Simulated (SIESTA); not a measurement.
SIESTA run on NaPbF₃ (Pnma, 20 atoms in the cell): self-consistent single point.

Method of the run: GGA PBE, numerical atomic orbitals TZP, PseudoDojo PBE standard norm-conserving potentials (rewritten from UPF to PSML) (SIESTA).

Input:

```
# files in the folder: Na.psml Pb.psml F.psml (PseudoDojo PBE standard)
SystemName  NaPbF3
SystemLabel napbf3

NumberOfAtoms                20
NumberOfSpecies              3
%block ChemicalSpeciesLabel
  1 11 Na
  2 82 Pb
  3 9 F
%endblock ChemicalSpeciesLabel
LatticeConstant              1.0 Ang
%block LatticeVectors
     6.151433000    0.000000000    0.000000000
     0.000000000    8.679665000    0.000000000
     0.000000000    0.000000000    6.130900000
%endblock LatticeVectors
AtomicCoordinatesFormat      Ang
%block AtomicCoordinatesAndAtomicSpecies
     3.000053874    2.169916250    6.079400440  1
     6.075770374    2.169916250    3.116949560  1
     3.151379126    6.509748750    0.051499560  1
     0.075662626    6.509748750    3.013950440  1
     0.000000000    0.000000000    0.000000000  2
     3.075716500    4.339832500    3.065450000  2
     0.000000000    4.339832500    0.000000000  2
     3.075716500    0.000000000    3.065450000  2
     0.192539853    2.169916250    0.359270740  3
     3.268256353    2.169916250    2.706179260  3
     5.958893147    6.509748750    5.771629260  3
     2.883176647    6.509748750    3.424720740  3
     1.771612704    4.660980105    1.305881700  3
     4.847329204    8.358517395    1.759568300  3
     4.379820296    0.321147605    4.825018300  3
     1.304103796    4.018684895    4.371331700  3
     4.379820296    4.018684895    4.825018300  3
     1.304103796    0.321147605    4.371331700  3
     1.771612704    8.358517395    1.305881700  3
     4.847329204    4.660980105    1.759568300  3
%endblock AtomicCoordinatesAndAtomicSpecies

XC.functional                GGA
XC.authors                   PBE
PAO.BasisSize                TZP
PAO.EnergyShift              0.005 Ry
MeshCutoff                   240 Ry
%block kgrid.MonkhorstPack
    3   0   0  0.0
    0   2   0  0.0
    0   0   3  0.0
%endblock kgrid.MonkhorstPack
OccupationFunction           FD
ElectronicTemperature        100.0 meV

MaxSCFIterations             150
SCF.Mixer.Method             Pulay
SCF.Mixer.Weight             0.25
SCF.Mixer.History            6
SCF.DM.Tolerance             1.0E-05
Diag.ParallelOverK           true
WriteForces                  true
```

Output, abridged:

```
        iscf     Eharris(eV)        E_KS(eV)     FreeEng(eV)     dDmax    Ef(eV) dHmax(eV)
   scf:    1   -20616.824431   -20631.680937   -20631.680968  0.919314 -3.440507  6.604560
   scf:    2   -20645.341863   -20639.727625   -20639.727786  0.147949 -2.947345  2.313673
   scf:    3   -20641.204682   -20640.876759   -20640.877154  0.085743 -2.649900  1.014038
   scf:    4   -20640.876538   -20640.896424   -20640.896668  0.029965 -2.657708  0.308084
   scf:    5   -20640.486566   -20640.721525   -20640.721701  0.025056 -2.747007  0.976416
   scf:    6   -20641.002959   -20640.912552   -20640.912824  0.036108 -2.612369  0.095297
   scf:    7   -20640.913631   -20640.914188   -20640.914476  0.005250 -2.593436  0.032548
   scf:    8   -20640.914462   -20640.914418   -20640.914700  0.001235 -2.598029  0.004368
   scf:    9   -20640.914422   -20640.914421   -20640.914704  0.000215 -2.597274  0.000077
   scf:   10   -20640.914421   -20640.914421   -20640.914704  0.000011 -2.597253  0.000072
   scf:   11   -20640.914421   -20640.914421   -20640.914704  0.000017 -2.597232  0.000024
   scf:   12   -20640.914421   -20640.914421   -20640.914704  0.000002 -2.597229  0.000008
SCF Convergence by DM+H criterion
max |DM_out - DM_in|         :     0.0000021267
max |H_out - H_in|      (eV) :     0.0000077270
SCF cycle converged after 12 iterations

Using DM_out to compute the final energy and forces

siesta: E_KS(eV) =           -20640.9144

siesta: E_KS - E_eggbox =    -20640.9144

siesta: Atomic forces (eV/Ang):
     1   -0.015424   -0.000000   -0.050560
     2   -0.015424    0.000000    0.050560
     3    0.015424    0.000000    0.050560
   [... 17 lines left out ...]
   Tot   -0.000000    0.000000   -0.000000
   Max    1.177981
   Res    0.585128    sqrt( Sum f_i^2 / 3N )
   Max    1.177981    constrained

Stress tensor Voigt[x,y,z,yz,xz,xy] (kbar):     -197.39     -212.94     -200.30        0.00       -0.00        0.00
(Free)E + p*V (eV/cell)   -20599.3285
Target enthalpy (eV/cell)   -20640.9147

   [... lines left out ...]
siesta: FreeEng =    -20640.914704
   [... lines left out ...]
siesta:    -0.123202    0.000000   -0.000000
siesta:     0.000000   -0.132905    0.000000
siesta:    -0.000000    0.000000   -0.125018

siesta: Cell volume =        327.343329 Ang**3

siesta: Pressure (static):
siesta:                Solid            Molecule  Units
siesta:           0.00138366          0.00160144  Ry/Bohr**3
siesta:           0.12704169          0.14703713  eV/Ang**3
siesta:         203.54323454        235.57945039  kBar
```

The run converged in 12 iterations. For comparison: a first run was changed to give this one (lattice scaled by 0.97; MeshCutoff: 400 Ry → 240 Ry), and from it to this one the free energy rises by 146 meV/atom, the pressure goes from 10.42 to 20.35 GPa, the largest force goes from 0.932 to 1.314 eV/Å and the gap on the mesh goes from 1.988 to 1.471 eV.

The starting cell was generated: these elements placed on a structure prototype, without a prior relaxation; it need not be a known phase or ordering of this composition. For this run, on top of that: lattice scaled by 0.97. Spin-orbit coupling is off. Values carry the incompleteness of an atom-centred basis. Forces in this geometry exceed 1 eV/Å.

Cost on one core of a shared machine: roughly 2 min.
